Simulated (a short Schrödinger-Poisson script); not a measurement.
Stack: MOS inversion layer, Si3N4 on p-type Ge(111), at 400 K.

```csv
layer,material,thickness (nm),Na (cm⁻³)
1,Si3N4,3.9,-
2,Ge,840,2.4e17
```

Constants are typed, rounded textbook-type inputs, not results; the design itself was drawn at random and stands for no fabricated device. Si3N4: permittivity 7.5, conduction-band edge (eV) 1.9, gap (eV) 5.1, electron mass (mₑ) 0.5. Ge: permittivity 16, conduction-band edge (eV) 0, gap (eV) 0.664, Nv at 300 K (cm⁻³) 6e18.

Channel valleys (confinement mass, in-plane density-of-states mass, number): L1 1.59, 0.08, 1; L3 0.09, 0.34, 3. At the gate the conduction-band edge of layer 1 lies 2.21 eV − eVg above the Fermi level of the channel; the field vanishes at the back. Gaps are held at their typed values at every temperature. Mesh 0.03 nm at interfaces.

From a short Schrödinger-Poisson script (our own, NumPy): 1D Poisson equation in equilibrium, electrons quantum, Hartree (BenDaniel-Duke, 12 states a valley, the channel's in-plane mass for all, wave functions free to enter the dielectric), parabolic valleys, classical holes, full ionisation, no traps, pinning or gate leakage.

**Question.** List the lowest subbands of each valley and their electrons at Vg = 1.9 V.

**Answer.** 
```tsv
valley	subband	energy from the Fermi level (meV)	electrons (cm⁻²)	share (%)
L1	0	-105.0	3.56e12	28.4
L1	1	-8.1	9.42e11	7.5
L1	2	47.8	2.57e11	2.1
L3	0	15.0	7.32e12	58.5
L3	1	145.6	2.13e11	1.7
L3	2	217.0	2.71e10	0.2
```

All electrons: 1.25e13 cm⁻². Only the L valleys are kept; under strong confinement the Δ valleys of Ge fill too.
